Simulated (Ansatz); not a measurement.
System: interstitial H in bixbyite In2O3 (charge state -1). These are PBE, PAW (plane waves to 420 eV; Ansatz, a program for electronic structure) values and carry that method's errors.

80-site cell at the relaxed PBE lattice, one k-point at (0.250, 0.250, 0.250), smearing 0.01 eV, spin-restricted, no finite-size correction. Energies are static. The charge state is imposed; whether it is stable for some Fermi level was not computed. Sites that were not tried may lie lower. The start lies 0.62 eV above the lowest site run (PBE).

Barriers: single points on a 2×2×2 k-point mesh shifted by half a step at the bands' geometries.

Relaxed starting cell (atoms counted from 1):

```xyz
81
Lattice="10.2897 0.0000 0.0000 0.0000 10.2897 0.0000 0.0000 0.0000 10.2897" Properties=species:S:1:pos:R:3 pbc="T T T"
In     7.6959     2.5844     2.5849
In     2.5687     2.5576     2.5517
In     2.5454     7.7055     2.5588
In     2.5783     2.5525     7.7140
In     0.0663     2.4707     4.7283
In     0.3041     5.1326     2.5946
In     4.7886     5.1384     7.7150
In     2.5840     0.3143     5.1452
In     7.4891     4.9196     5.0484
In    -0.0047     7.7251     0.3668
In     0.3359    -0.0265     7.7080
In     2.5705     4.8026     0.0111
In     4.7843     0.0026     2.5451
In     7.7056     0.3537    -0.0113
In     5.1371     2.5684     0.3366
In     5.0880     7.7591     4.7886
O      3.5463     6.3556     9.1500
O      1.0974     3.5520     1.2386
O      9.1362     1.5987     1.2145
O      6.2736     1.5935     9.0724
O      4.0257     3.5516     9.0600
O      1.2321     1.0776     3.5163
O      9.0289     4.0323     3.7064
O      3.5684     3.9191     6.2719
O      1.1571     1.5363     6.3379
O      3.9065     4.0012     1.5602
O      6.1904     3.5856     3.8902
O      9.4840     3.5113     6.4640
O      3.9997     1.5718     3.9197
O      6.3502     1.1442     1.5805
O      3.8883     6.2713     3.5409
O      6.3407     9.1924     3.5465
O      1.5772     3.9038     4.0030
O      1.5797     9.0501     6.2656
O      1.1980     9.1510     1.5812
O      9.0446     6.2730     1.6098
O      3.5485     1.2101     1.1098
O      3.5332     9.0704     3.9866
O      1.5762     1.2020     9.1455
O      1.5552     6.3440     1.1326
In     2.5774     7.7215     7.7069
In     7.6888     7.6971     7.6971
In     7.6932     2.5923     7.7505
In     7.6840     7.7608     2.5362
In     5.1253     7.7283     9.9209
In     5.4983    -0.0015     7.7114
In     9.9258    -0.0149     2.5540
In     7.6901     5.4952     0.0102
In     2.5618     9.9364    -0.0122
In     5.1334     2.5461     5.4729
In     5.4209     5.1772     2.5065
In     7.7116     9.9389     5.1383
In    10.0347     5.2483     7.9088
In     2.5647     5.4687     5.1394
In    -0.0137     7.6880     5.4804
In     0.0036     2.5556     9.9555
O      8.7020     1.2127     4.0018
O      6.2685     8.7021     6.3401
O      4.0090     6.7219     6.3443
O      1.1161     6.7085     3.9381
O      9.1380     8.6905     3.9250
O      6.3486     6.2678     8.6840
O      3.9256     9.1645     8.6858
O      8.6881     9.0876     1.1138
O      6.2518     6.7491     1.1832
O      9.0673     9.1034     6.7243
O      1.1222     8.6868     9.0725
O      3.9897     8.6950     1.2004
O      9.1203     6.7794     9.1115
O      1.2140     6.2724     6.7474
O      9.0715     1.1517     8.6702
O      1.2452     3.9965     8.7472
O      6.7275     9.0791     9.1414
O      6.7216     3.9404     1.1377
O      6.4071     4.0163     6.7029
O      3.9485     1.1220     6.7249
O      8.7143     6.2200     6.2795
O      8.7087     3.9529     9.1523
O      6.6403     6.4458     3.9458
O      6.7639     1.2367     6.2738
H     -0.9171     4.3138     5.9119
```
Cell charge -1.

End state 1 differs by these moves (Å; atoms that move under 0.08 Å are left out):

```csv
atom,element,Δx,Δy,Δz
5,In,0.00,-0.12,0.18
6,In,0.09,0.09,-0.13
9,In,0.01,-0.02,0.19
23,O,-0.08,0.33,-0.19
25,O,0.02,-0.03,0.10
27,O,0.07,-0.01,0.05
28,O,-0.36,0.07,-0.25
33,O,-0.16,-0.01,0.02
36,O,0.03,0.05,-0.08
40,O,0.05,0.05,-0.07
53,In,-0.10,-0.11,-0.23
69,O,0.03,-0.05,-0.07
72,O,-0.05,0.00,-0.07
75,O,-0.11,-0.03,0.07
77,O,-0.05,0.15,-0.01
81,H,0.14,-0.06,-1.60
```

Problem. Predict the forward and backward barriers to end state 1 from PBE, PAW.

Solution. forward 0.37 eV, backward 0.37 eV; at the saddle point atom 81 has neighbours In at 2.06, In at 2.08; O at 1.23, O at 1.24 Å. The saddle point's order was not checked.

End state 2 differs by these moves (Å; atoms that move under 0.08 Å are left out):

```tsv
atom	element	Δx	Δy	Δz
5	In	-0.09	0.13	0.09
9	In	0.12	-0.18	0.01
22	O	-0.04	0.07	0.05
23	O	0.01	-0.02	-0.16
25	O	-0.04	0.08	0.03
28	O	-0.32	0.19	-0.08
34	O	0.05	0.07	0.03
53	In	0.02	-0.19	0.01
55	In	0.11	0.23	-0.11
61	O	0.00	0.07	-0.05
69	O	0.03	-0.07	-0.11
70	O	-0.15	0.01	-0.05
77	O	-0.05	0.25	-0.36
78	O	0.01	-0.05	0.07
79	O	0.03	-0.10	0.02
81	H	0.10	1.61	0.11
```

Problem. What forward and backward barriers to end state 2 does PBE, PAW give?

Solution. forward 0.37 eV, backward 0.37 eV; at the saddle point atom 81 has neighbours In at 2.06, In at 2.08; O at 1.23, O at 1.24 Å. The saddle point's order was not checked.
